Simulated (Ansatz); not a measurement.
**How far a parabola holds: energy against volume of rock-salt LaS**

Results of r²SCAN (PAW; Ansatz, a first-principles code) for rock-salt LaS. Settings: plane-wave cutoff 560 eV, 16×16×16 k mesh, Fermi–Dirac smearing 0.05 eV, scalar-relativistic PAW data made under PBE. The cell has no free parameter but its volume, all volumes share cutoff and mesh, and the runs aren't spin-polarised. Energies are free energies at the run's smearing, counted from the lowest row; static lattice.

| V (Å³/atom) | E (meV/atom) |
|---|---|
| 23.994 | ? |
| 24.505 | 11.53 |
| 25.015 | 2.78 |
| 25.526 | 0.00 |
| 26.036 | 2.58 |
| 26.547 | 9.96 |

Fit E of the 5 rows that show it with a parabola. With u = V - 25.5, the rows have u = -0.9950, -0.4850, 0.0260, 0.5360, 1.0470. Least squares gives E = 0.020 - 1.1884·u + 10.3109·u². Residuals (row less fit): 0.119, -0.242, 0.004, 0.235, -0.119; standard error 0.266 (degrees of freedom: 2). The fitted curve has its minimum at V = 25.6, where E = -0.01. Its curvature is d²E/dV² = 2 × 10.3109 meV/Å⁶, so B = V0·d²E/dV² × 0.1602 = 84.4 GPa.

Predict the withheld E at V = 23.994 from the fit, and compare with the calculation.

u = -1.5060, so E = 0.020 - 1.1884 × (-1.5060) + 10.3109 × (-1.5060)² = 25.195 meV/atom. The calculation gives 26.96 meV/atom, 1.765 meV/atom above the prediction (6.5 % of the range of E in the table). The row lies outside the fitted rows, so this is an extrapolation. From the scatter of the fitted rows alone, a prediction at this place has a standard error of 0.631 meV/atom, so the miss is 2.8 times that.

The residuals are curvature that a parabola lacks, not noise. A solid that stiffens under compression and softens on expansion lies above the parabola at the compressed end and under it at the expanded end, as this row does. A third-order Birch-Murnaghan fit to the whole scan has B0 = 84.0 GPa. Only scans are tabulated whose curvature falls smoothly with volume, and where the parabola meets the shown rows within 5 % of their range and misses the end by 0.1 meV or more.

Note: the relaxation could not lower the start's symmetry, so the cell can be a saddle point above a distorted one.

Spin–orbit coupling is not included.
